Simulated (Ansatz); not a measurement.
## As (model structure, Fd-3m, No. 227, 2 atoms in the cell): bulk modulus B0 by level of theory

No measured value is used here.

```json
[
 {"level (code)": "LDA (Ansatz)", "value (GPa)": "54.3", "cell (Å³/atom)": "26.53"},
 {"level (code)": "PBE (Ansatz)", "value (GPa)": "46.7", "cell (Å³/atom)": "28.54"},
 {"level (code)": "PBEsol (Ansatz)", "value (GPa)": "?", "cell (Å³/atom)": "27.18"},
 {"level (code)": "r²SCAN (Ansatz)", "value (GPa)": "50.3", "cell (Å³/atom)": "27.86"}
]
```

Question: Complete the blanks.

Answer: 
- PBEsol (Ansatz, a first-principles code), value (GPa): 51.5

LDA, PBE, PBEsol, r²SCAN: the bulk modulus is −V dP/dV from two relaxed cells at ±2 % in volume. Each level is taken at its own relaxed cell. Cutoffs differ between the levels. Ansatz's density-functional and Hartree–Fock values are scalar-relativistic unless marked +SOC, with PAW data made under PBE.

A model structure was made by putting elements into a prototype or built by hand; it is no filed structure, need not be a known phase, and can be a saddle point held by its symmetry.
